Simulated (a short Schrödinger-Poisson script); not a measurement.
Structure: gated Al0.33Ga0.67As/GaAs δ-doped gas in a quantum well, at 300 K.

```
layer        material  thickness (nm)  Na (cm⁻³)
-----  --------------  --------------  ---------
1      Al0.33Ga0.67As               8          -
2      Al0.33Ga0.67As               3          -
3                GaAs               8          -
4      Al0.33Ga0.67As            4000       2e14
```

Constants are typed, rounded textbook-type inputs, not results; the design itself was drawn at random and stands for no fabricated device. Al0.33Ga0.67As: permittivity 11.96, conduction-band edge (eV) 0.261, gap (eV) 1.836, electron mass (mₑ) 0.0944, Nv at 300 K (cm⁻³) 9e18. GaAs: permittivity 12.9, conduction-band edge (eV) 0, gap (eV) 1.424, Nv at 300 K (cm⁻³) 9e18.

Channel valleys (confinement mass, in-plane density-of-states mass, number): Γ 0.067, 0.067, 1. At the gate the conduction-band edge of layer 1 lies 1.01 eV − eVg above the Fermi level of the channel; the field vanishes at the back. Sheet of ionised δ-doping: +5.4e12 e/cm² at 8 nm from the gate. The barrier under the gate holds no holes. Gaps are held at their typed values at every temperature. Mesh 0.08 nm at interfaces.

From a short Schrödinger-Poisson script (our own, NumPy): 1D Poisson equation in equilibrium, electrons quantum, Hartree (BenDaniel-Duke, 40 states a valley, the channel's in-plane mass for all, wave functions free to enter the barrier), parabolic valleys, classical holes, full ionisation, no traps, pinning or gate leakage.

The same stack at other levels of the model or other numerical settings:

```csv
run,sheet density of all electrons at Vg = 0.5 V (cm⁻²),sheet density of all electrons at Vg = 0 V (cm⁻²),capacitance at Vg = 0.5 V (μF/cm²),centroid of the channel electrons at Vg = 0.5 V (nm),rough cost against the base
base,1.53e12,2.17e9,0.713,3.41,about 1
"electrons treated as classical, Boltzmann",[?],5.15e9,0.836,2.33,0.03
"electrons treated as classical, Fermi-Dirac",1.59e12,5.13e9,0.697,[?],0.1
"electrons treated as quantum, Hartree plus LDA exchange-correlation",1.60e12,[?],0.725,3.37,1
mesh six times as coarse,1.53e12,2.14e9,0.713,3.38,0.3
one subband a valley,1.52e12,2.15e9,0.698,3.39,0.3
```

Q: Fill in the missing entries.

A: 
- electrons treated as quantum, Hartree plus LDA exchange-correlation, sheet density of all electrons at Vg = 0 V (cm⁻²): 2.35e9
- electrons treated as classical, Boltzmann, sheet density of all electrons at Vg = 0.5 V (cm⁻²): 1.87e12
- electrons treated as classical, Fermi-Dirac, centroid of the channel electrons at Vg = 0.5 V (nm): 3.21

The classical rows ignore confinement, and Boltzmann statistics overrate the density once the band edge passes the Fermi level.
